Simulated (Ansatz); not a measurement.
Start from InAs in the zinc blende structure (space group F-43m, No. 216; a = 6.109 Å).

Structures relaxed with Ansatz (a program for electronic structure) r2SCAN, spin-orbit coupling left out.

Base:

Simulated powder pattern, Cu Kα1, λ = 1.54056 Å (kinematic, ideal powder, no thermal factors, no anomalous dispersion; the 10 strongest lines at most, above 2 %, up to 2θ = 90°):

```tsv
2θ (°)	I/Imax (%)	hkl
25.23	100	(111)
29.21	4.1	(200)
41.78	74	(220)
49.44	47	(311)
60.57	12	(400)
66.68	19	(331)
76.29	24	(422)
81.86	14	(333)
```

One thing is altered: an isotropic linear strain of +4.47 %, atoms relaxed at fixed cell.

After the change:

Simulated powder pattern, Cu Kα1, λ = 1.54056 Å (kinematic, ideal powder, no thermal factors, no anomalous dispersion; the 10 strongest lines at most, above 2 %, up to 2θ = 90°):

| 2θ (°) | d (Å) | I/Imax (%) | hkl |
|---|---|---|---|
| 24.13 | 3.685 | 100 | (111) |
| 27.94 | 3.191 | 4.1 | (200) |
| 39.92 | 2.257 | 76 | (220) |
| 47.19 | 1.924 | 48 | (311) |
| 57.73 | 1.596 | 13 | (400) |
| 63.48 | 1.464 | 19 | (331) |
| 72.49 | 1.303 | 25 | (422) |
| 77.67 | 1.228 | 14 | (333) |
| 86.11 | 1.128 | 8.0 | (440) |

The indices refer to the base's conventional cell; one index is shown for lines that coincide.

No phonon test of stability was made. All final runs are without spin polarisation.
